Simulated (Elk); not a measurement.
**How a calculation on Sr2SO (P4/mmm, 4 atoms in the cell) responds to its settings**

```xyz
4
Lattice="3.9466 0.0000 0.0000 0.0000 3.9466 0.0000 0.0000 0.0000 5.5813" Properties=species:S:1:pos:R:3 pbc="T T T"
Sr     0.0000     0.0000     0.0000
Sr     1.9733     1.9733     2.7907
S      0.0000     0.0000     2.7907
O      1.9733     1.9733     0.0000
```

Base run A: Elk with PBEsol, all-electron FP-LAPW, Elk's shipped species files, APW+lo basis with extra local orbitals, self-consistent single point.

Its settings: xctype = 22; rgkmax = 8; stype = 0; swidth = 0.00183747 Ha; ngridk = 4 4 3; gmaxvr = 16 1/bohr; nxlo = 2; lorbcnd = true; lmaxi = 2; maxscl = 100.

The starting cell comes from a database of computed structures (which also holds hypothetical and non-ambient phases and stackings), without a prior relaxation at this level. Its lattice was rescaled by a random factor within 2.5 % of one. Values depend on the basis (sphere radii, cutoffs, local orbitals), which need not be converged.

ΔE is the total energy (no entropy term) per atom less that of run A. A dash stands where there is no value to compare (another energy zero or no entropy term, no result, no spin, no clean gap, or a mesh too coarse for one). Absolute energies have different zeros for different potentials, functionals, Hubbard and dispersion terms and are not compared across them.

Run A gave: gap on the mesh (eV) 2.052.

Runs:
- B: spinorb: default → true; nempty: default → 10 per atom [PBEsol, spin-orbit coupling in second variation]
- C: nempty: default → 10 per atom
- D: xctype: 22 → default; spinorb: default → true; nempty: default → 10 per atom [LDA (PW92), spin-orbit coupling in second variation]

What does run D change against A?

The gap on the mesh goes from 2.052 to 2.017 eV.

What does run B change against A?

The gap on the mesh goes from 2.052 to 2.031 eV.

```csv
run,ΔE (meV/atom),gap on the mesh (eV)
A,0.00,2.052
B,–,2.031
C,0.00,2.052
D,–,2.017
```
